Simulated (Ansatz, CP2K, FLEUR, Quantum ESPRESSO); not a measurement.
**Code comparison for LaMg₆Zr (Amm2, 8 atoms in the cell)**

Self-consistent single point.

```xyz
8
Lattice="5.2147 0.0000 0.0000 0.0000 3.2209 5.7981 0.0000 -3.2209 5.7981" Properties=species:S:1:pos:R:3 pbc="T T T"
La     2.6073     0.0000     7.7336
Mg     2.6073     1.6127     4.8432
Mg     2.6073    -1.6127     4.8432
Mg     0.0000     1.6851     6.7558
Mg     0.0000    -1.6851     6.7558
Mg     0.0000     0.0000     3.8285
Mg     0.0000     0.0000     9.7419
Zr     2.6073     0.0000     1.8828
```

Shared settings, as Ansatz (a first-principles code) writes them: kpoints.mp_grid.grid = 3 3 3; scf.occupations.method = gaussian; scf.occupations.width = 0.2 eV. Potentials and cutoffs stand in the table.

```csv
code,model,pressure (GPa),largest force (eV/Å),cutoff
FLEUR,"LDA (Perdew-Zunger), all-electron FLAPW (FLEUR), scalar-relativistic valence",–,0.119,Kmax 3.8 1/bohr
Quantum ESPRESSO,"LDA (PZ), GBRV 1.5 ultrasoft (LDA) pseudopotentials",-1.74,0.122,40 Ry
Ansatz,"LDA (PW92), PAW files made with PBE",-1.77,0.120,default
CP2K,"LDA (Pade form), GPW, TZVP-MOLOPT-SR-GTH basis, GTH-PADE potentials (GTH_POTENTIALS)",-1.33,0.112,grid 500 Ry
```

Size of the force on each atom (eV/Å): Sizes of forces hide their directions.

| code | La1 | Mg2 | Mg3 | Mg4 | Mg5 | Mg6 | Mg7 | Zr8 |
|---|---|---|---|---|---|---|---|---|
| FLEUR | 0.057 | 0.029 | 0.029 | 0.075 | 0.075 | 0.119 | 0.100 | 0.029 |
| Quantum ESPRESSO | 0.056 | 0.030 | 0.030 | 0.077 | 0.077 | 0.122 | 0.099 | 0.029 |
| Ansatz | 0.055 | 0.029 | 0.029 | 0.073 | 0.073 | 0.120 | 0.097 | 0.033 |
| CP2K | 0.050 | 0.045 | 0.045 | 0.087 | 0.087 | 0.112 | 0.109 | 0.044 |

A dash marks a value that a program does not give, or that is left out as unsure.

The spread over the programs that give each value: pressure within 0.44 GPa; largest force within 0.010 eV/Å.

CP2K uses small atom-centred bases, whose incompleteness enters pressures, forces and empty levels differently from a plane-wave cutoff. FLEUR treats all electrons, but the usual bases taken here (sphere radii, linearisation, local orbitals, empty states) were not tested for convergence, so the values are no reference for the others. Ansatz's pressure is given at a fixed set of plane waves, as the other plane-wave codes print theirs. The same LDA comes in different parametrisations, which differ slightly.

The shared mesh is coarse (it stands for a supercell whose shortest vector is 16 Å), so the values are not converged in it.

The starting cell comes from a database of computed structures (which also holds hypothetical and non-ambient phases and stackings), without a prior relaxation at this level. Its lattice was rescaled by a random factor within 2.5 % of one.

Left out of this page: Elk (not drawn, or without a comparable value).

Keys are those of Ansatz 0.2.
